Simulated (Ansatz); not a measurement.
Where the default PAW files enter, the runs use the earlier of Ansatz's two default sets.

The decay constant κ of evanescent states in the gap governs leakage through a thin film.

Data:

```
TiO2
1.0
    2.95921     0.00000     0.00000
    0.00000     6.50516     0.00000
    0.00000     3.25258     3.25258
Ti O
2 4
Direct
  0.00000   0.50000   0.00000
  0.50000   0.00000   0.00000
  0.50000   0.30432   0.39136
  0.50000   0.69568   0.60864
  0.00000   0.19568   0.00000
  0.00000   0.80432   0.00000
```

Space group of this cell: P4_2/mnm, rutile. The cell is taken as given; by r2SCAN its mean pressure is -0.8 GPa.

Transport runs along the normal of the first two printed cell vectors, the (110) plane of the conventional cell.

The gap is the functional's own. No spin-orbit coupling. Mid-gap values are those at the computed energy nearest the middle.

Compute, with r2SCAN in Ansatz (an electronic-structure program), the band gap and the smallest decay constant κ at mid-gap.

Gap 2.20 eV on a 10×10×10 mesh; κ = 0.242 1/Å, at the zone centre.
